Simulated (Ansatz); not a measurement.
The starting structures come from a database of crystals and need not be the phases stable at ambient conditions.

 Where the default PAW files enter, the runs use the earlier of Ansatz's two default sets.

Data:

```xyz
3
Lattice="4.3888 0.0000 0.0000 1.0324 4.2656 0.0000 1.6782 -2.1328 2.7139" Properties=species:S:1:pos:R:3 pbc="T T T"
Ba     0.0000     0.0000     0.0000
O      3.2979     2.5949     0.0000
O      2.1233     1.6707     0.0000
```

Space group of this cell: I4/mmm. The cell is taken as given; by PBEsol its mean pressure is -4.3 GPa.

Transport runs along the normal of the first two printed cell vectors, the (110) plane of the conventional cell.

The gap is the functional's own, uncorrected, and κ follows it; spin-orbit coupling is left out. Mid-gap values are interpolated between the computed energies.

Task: Compute, with Ansatz (a program for electronic structure) with PBEsol, the band gap and the smallest decay constant κ at mid-gap.

Result: Gap 2.16 eV on a 12×12×12 mesh; κ = 0.342 1/Å, at (0.500, 0.500) of the in-plane reciprocal vectors. At the zone centre, at the nearest computed energy, the slowest state has κ = 0.37 1/Å.
